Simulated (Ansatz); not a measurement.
The starting structures come from a database of crystals and need not be the phases stable at ambient conditions.

Tunnelling through a barrier is set by its complex band structure: the current falls as exp(−2κd) with the smallest κ.

Input:

```xyz
12
Lattice="5.9645 0.0000 0.0000 0.0000 6.5534 0.0000 2.9822 -3.2767 3.2767" Properties=species:S:1:pos:R:3 pbc="T T T"
Hf     0.0000     0.0000     0.0000
Hf     4.4734     3.2767     0.0000
Si     4.4734     0.0000     3.2767
Si     2.9822     0.0000     0.0000
O      7.0429     2.0636     3.2767
O      2.5695     3.2767     1.2131
O      7.0429    -2.0636     3.2767
O      5.5517     0.0000     2.0636
O      3.3950     1.2131     3.2767
O      1.9039     0.0000     1.2131
O      3.3950    -1.2131     3.2767
O      4.8861     3.2767     2.0636
```

Space group of this cell: I4_1/amd. The cell is taken as given; by r2SCAN its mean pressure is 2.1 GPa.

Transport runs along the normal of the first two printed cell vectors, the (100) plane of the conventional cell.

The gap is the functional's own. No spin-orbit coupling. Mid-gap values are interpolated on the energy grid.

**Question.** State the band gap and the smallest decay constant κ at mid-gap according to Ansatz (a first-principles code) with r2SCAN.

**Answer.** Gap 6.08 eV on a 10×10×10 mesh; κ = 0.418 1/Å, at the zone centre.
